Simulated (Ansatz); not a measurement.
Consider Zr in the hcp (Mg type) structure (space group P6_3/mmc, No. 194; relaxed with 0.1 eV smearing).

```
CELL_PARAMETERS angstrom
      3.14377     0.00000     0.00000
     -1.57189     2.72259     0.00000
      0.00000     0.00000     5.09284
ATOMIC_POSITIONS crystal
  Zr 0.66667 0.33333 0.75000
  Zr 0.33333 0.66667 0.25000
```

The values are results of DFT with LDA, PAW potentials and a 420 eV plane-wave cutoff in Ansatz (a first-principles code), no spin-orbit coupling, not measurements.

Base values:

```
Quantity   Result
--------  -------
Pressure  0.0 GPa
Band gap     zero
```

One thing is altered: an isotropic linear strain of −0.50 %; the atoms relax in the strained cell.

**Question.** Predict the new pressure, energy relative to the base and band gap.

**Answer.** The pressure (mean of the normal stresses, compression positive) goes from zero to 1.6 GPa; the energy goes up by 1.6 meV/atom; the band gap remains zero.

No phonon test of stability was made. The final runs are not spin-polarised.
